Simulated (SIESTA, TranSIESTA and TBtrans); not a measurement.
Run with TranSIESTA and TBtrans (open boundaries, self-consistent; PseudoDojo norm-conserving potentials, scalar-relativistic): Spin polarized, PAO.BasisSize DZP, PAO.EnergyShift 0.15 eV, XC.Authors PBE, Mesh.Cutoff 200 Ry, ElectronicTemperature 300 K, TS.Voltage 0.0 eV, TBT.Elecs.Eta 0.001 eV.

System: Rh chain with a O atom beside one bond. Leads: straight Rh chain, spacing 2.3 Å. Geometry: as built, not relaxed.

Problem. Give the largest eigenchannel transmissions at the Fermi level (four at most) and the total.

Solution. Up: 0.95, 0.94, 0.83 (total 2.73); down: 0.99, 0.92, 0.91, 0.83 (total 4.14). The magnetic order of the leads was set by the start, and no other order was tried; the separate lead runs end at 0.62 (left) and 0.62 (right) μB an atom. The straight chain is held at its spacing; free chains may zigzag or dimerise.
